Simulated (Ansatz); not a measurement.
Consider the following.

End structure of the (111)B surface of zinc-blende ZnSe, Se-terminated, 2x2 with 2 F on 4 top atoms (bottom of the slab: 2 H on 4 bottom sites):

```
CELL_PARAMETERS angstrom
      8.10981     0.00000     0.00000
     -4.05491     7.02331     0.00000
      0.00000     0.00000    30.50000
ATOMIC_POSITIONS crystal
  Zn 0.34588 0.15403 0.30846
  Zn 0.83017 0.16930 0.34031
  Zn 0.33058 0.66981 0.34033
  Zn 0.84649 0.65343 0.30851
  Se 0.17338 0.32656 0.34707
  Se 0.66166 0.33783 0.34798
  Se 0.16205 0.83832 0.34794
  Se 0.67370 0.82624 0.34699
  Zn 0.16667 0.33333 0.42920
  Zn 0.66667 0.33333 0.42920
  Zn 0.16667 0.83333 0.42920
  Zn 0.66667 0.83333 0.42920
  Se 0.00000 0.00000 0.45634
  Se 0.50000 0.00000 0.45634
  Se 0.00000 0.50000 0.45634
  Se 0.50000 0.50000 0.45634
  Zn 0.99797 0.99663 0.53742
  Zn 0.49826 0.99617 0.53754
  Zn 0.00224 0.50434 0.53800
  Zn 0.50203 0.50465 0.53786
  Se 0.33354 0.16716 0.56385
  Se 0.83350 0.16723 0.56406
  Se 0.33304 0.66623 0.56641
  Se 0.83306 0.66638 0.56625
  Zn 0.31940 0.13887 0.64522
  Zn 0.81933 0.13885 0.64547
  Zn 0.35553 0.71119 0.64888
  Zn 0.85558 0.71132 0.64873
  Se 0.17095 0.34192 0.66404
  Se 0.67085 0.34197 0.66399
  Se 0.16922 0.83880 0.68198
  Se 0.66926 0.83846 0.68206
  H  0.33514 0.16531 0.25818
  H  0.83542 0.66399 0.25819
  F  0.16320 0.32535 0.72261
  F  0.66231 0.32611 0.72258
```

Slab: 36 atoms, 14.1 Å thick at the start with caps and adatoms; k 3x3x1, smearing 0.025 eV, dipole-corrected; 8 atoms held, the rest relaxed; no symmetry held; no spin, no spin-orbit, no U. It is one candidate, not shown to be the stable structure of the face.

Q: Estimate the highest filled level below the top vacuum level that PBE in Ansatz (a quantum-chemistry and plane-wave program) returns for this input.

A: 6.77 eV

Q: Give the gap of the slab on its k-mesh at the level PBE.

A: 1.39 eV
